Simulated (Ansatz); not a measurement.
Data:

```
CELL_PARAMETERS angstrom
      4.35884    -0.08819     0.06518
     -2.25580     3.74333    -0.03892
      0.10637    -0.01194     7.04382
ATOMIC_POSITIONS crystal
  Cd 0.67071 0.33231 0.00035
  Cd 0.33418 0.66727 0.50037
  Se 0.65568 0.33968 0.62510
  Se 0.33943 0.66074 0.12458
```

No spin polarisation.

The values are results of Ansatz (a quantum-chemistry and plane-wave program) PBEsol, spin-orbit coupling left out, earlier PAW set, not measurements. k-mesh 9×9×5 (Γ-centred); smearing 0.05 eV (Fermi–Dirac).

Question: Predict the gap character, space group and band gap.

Answer: 
* **Gap character**: direct at Γ
* **Space group**: P1 (No. 1)
* **Band gap**: 0.42 eV

The cells carry an imposed strain or load. Whether these cells are dynamically stable was not tested. The cell was made from CdSe in the wurtzite structure (space group P6_3mc, No. 186) by this change: strain tensor (xx, yy, zz, yz, xz, xy) = (+1.32, −0.71, +0.32, −0.17, +1.52, −2.05) %.
